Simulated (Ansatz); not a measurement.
hypothetical P4_2/mnm MgO with two functionals, uniaxial strain ε_zz = −0.82 %

Consider MgO (space group P4_2/mnm, No. 136; a = 5.565 Å, c = 3.292 Å; a hypothetical phase, not in the database extracts checked). Axes: x, y, z lie along a, b, c of the conventional cell.

(Cell as relaxed with PBE.)

Levels (all Ansatz, a first-principles code, PAW): PBE (420 eV, without spin-orbit coupling); PBEsol (420 eV, no spin-orbit coupling).

Each level relaxes its own structure.

| base | PBE | PBEsol |
|---|---|---|
| volume per atom | 12.75 Å³ | 12.43 Å³ |
| lattice parameter a | 5.565 Å | 5.510 Å |
| band gap | 3.38 eV | 3.36 eV |

Perturbation: the cell is compressed by 0.82 % along z with no lateral relaxation, atoms relaxed at fixed cell.

| quantity | PBE | PBEsol |
|---|---|---|
| band gap | 3.43 eV | ? |
| smallest direct gap | 3.44 eV | ? |
| stress (xx, yy, zz, yz, xz, xy; compression positive) | (0.74, 0.74, 1.66, 0.00, 0.00, 0.00) GPa | ? |

Given the PBE results, estimate those of PBEsol.


- band gap, PBEsol: 3.41 eV
- smallest direct gap, PBEsol: 3.42 eV
- stress (xx, yy, zz, yz, xz, xy; compression positive), PBEsol: (0.80, 0.80, 1.70, 0.00, 0.00, 0.00) GPa

PBE's band gap lies 0.02 eV above PBEsol's; PBE's smallest direct gap lies 0.02 eV above PBEsol's. Neither level is exact; PBEsol is the comparison here, not a measurement.

No phonon test of stability was made.
